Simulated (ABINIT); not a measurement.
Worked example: self-consistent single point of Ca (Fm-3m, 1 atom in the cell) in ABINIT.

Level of theory: PBEsol, norm-conserving pseudopotentials (PseudoDojo nc-sr-04 PBEsol standard) (plane waves; ABINIT).

```xyz
1
Lattice="0.0000 2.7984 2.7984 2.7984 0.0000 2.7984 2.7984 2.7984 0.0000" Properties=species:S:1:pos:R:3 pbc="T T T"
Ca     0.0000     0.0000     0.0000
```

Reference input (self-consistent single point, DFT, PBEsol, plane waves, norm-conserving pseudopotentials (PseudoDojo nc-sr-04 PBEsol standard)): pseudos = [Ca.upf]; ecut = 34 Ha; occopt = 7; tsmear = 0.1 eV; ngkpt = 7 7 7; nshiftk = 1; shiftk = 0 0 0; potentials = PseudoDojo nc-sr-04 PBEsol standard; nband = 10; kptopt = 1; nstep = 60; toldfe = 1e-09 Ha. This run's input differs from it in these lines:

```diff
@@ -18,3 +18,3 @@
 kptopt 1
-ngkpt 7 7 7
+ngkpt 12 12 12
 nshiftk 1
```

Log, with long lists cut:

```
--- !BeginCycle
solver: {iscf: 7, nstep: 60, nline: 4, wfoptalg: 0, }
tolerances: {toldfe: 1.00E-09, }
...

     iter   Etot(hartree)      deltaE(h)  residm     vres2
 ETOT  1  -38.630021690881    -3.863E+01 1.118E-01 1.135E+00
 ETOT  2  -38.642276683808    -1.225E-02 1.307E-01 7.219E-02
 ETOT  3  -38.642287105641    -1.042E-05 3.037E-02 1.493E-02
 ETOT  4  -38.642288596271    -1.491E-06 1.067E-02 4.570E-04
 ETOT  5  -38.642288625188    -2.892E-08 5.348E-03 1.930E-06
 ETOT  6  -38.642288625463    -2.750E-10 3.241E-03 8.917E-08
 ETOT  7  -38.642288625476    -1.279E-11 1.840E-03 2.102E-09
 At SCF step    7, etot is converged :
  for the second time, diff in etot=  1.279E-11 < toldfe=  1.000E-09

 Cartesian components of stress tensor (hartree/bohr^3)
  sigma(1 1)=  4.21299416E-05  sigma(3 2)=  0.00000000E+00
  sigma(2 2)=  4.21299416E-05  sigma(3 1)=  0.00000000E+00
  sigma(3 3)=  4.21299416E-05  sigma(2 1)=  0.00000000E+00

 ----iterations are completed or convergence reached----

 reduced coordinates (array xred) for    1 atoms
       0.000000000000      0.000000000000      0.000000000000
 cartesian forces (eV/Angstrom) at end:
    1     -0.00000000000000    -0.00000000000000    -0.00000000000000
 frms,max,avg= 0.0000000E+00 0.0000000E+00   0.000E+00  0.000E+00  0.000E+00 e/A
 length scales=  7.478577577150  7.478577577150  7.478577577150 bohr
   [... lines left out ...]
 Fermi (or HOMO) energy (hartree) =   0.12985   Average Vxc (hartree)=  -0.28449
 Fermi (or HOMO) energy (eV) =   3.53332   Average Vxc (eV)=  -7.74130
   [... lines left out ...]
total_energy        : -3.86422886254758E+01
total_energy_eV     : -1.05151014901673E+03
band_energy         : -6.95270663951039E+00
...

-Cartesian components of stress tensor (GPa)         [Pressure= -1.2395E+00 GPa]
- sigma(1 1)=  1.23950547E+00  sigma(3 2)=  0.00000000E+00
- sigma(2 2)=  1.23950547E+00  sigma(3 1)=  0.00000000E+00
- sigma(3 3)=  1.23950547E+00  sigma(2 1)=  0.00000000E+00

 Calculation completed.
```

The run converged in 7 iterations. Against the reference run the free energy rises by 6.7 meV/atom and the pressure moves little (-1.21 to -1.24 GPa).

The starting cell has typed, rounded lattice constants, without a prior relaxation at this level. Its lattice was rescaled by up to half a per cent.

Cost on one core of a shared machine: roughly 50 s.
